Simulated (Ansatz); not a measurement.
InGaZnO4 (R3m, No. 160, 7 atoms in the cell; start mp-1215688) was calculated with PBE in Ansatz (plane waves, PAW).

Numerical settings: plane-wave cutoff 520 eV, 12×12×12 k mesh, Fermi–Dirac smearing 0.01 eV, scalar-relativistic PAW data made under PBE.

Cell (relaxed at this level):

```yaml
crystal:
  lattice:
    - [1.67789, 0.96873, 8.70343]
    - [-1.67789, 0.96873, 8.70343]
    - [0.00000, -1.93746, 8.70343]
  atoms:
    - { symbol: Zn, position: [0.21881, 0.21881, 0.21881] }
    - { symbol: In, position: [0.00308, 0.00308, 0.00308] }
    - { symbol: Ga, position: [0.78706, 0.78706, 0.78706] }
    - { symbol: O, position: [0.29527, 0.29527, 0.29527] }
    - { symbol: O, position: [0.71122, 0.71122, 0.71122] }
    - { symbol: O, position: [0.12103, 0.12103, 0.12103] }
    - { symbol: O, position: [0.86352, 0.86352, 0.86352] }
```

### Question
What does this level give for the band gap?

### Answer

- band gap: 1.12 eV

Spin–orbit coupling is not included.

The computed numbers hold no vibrational or temperature effects.

A start named mp-… is a Materials Project structure, which need not be a measured phase.

Ansatz is an electronic-structure program.
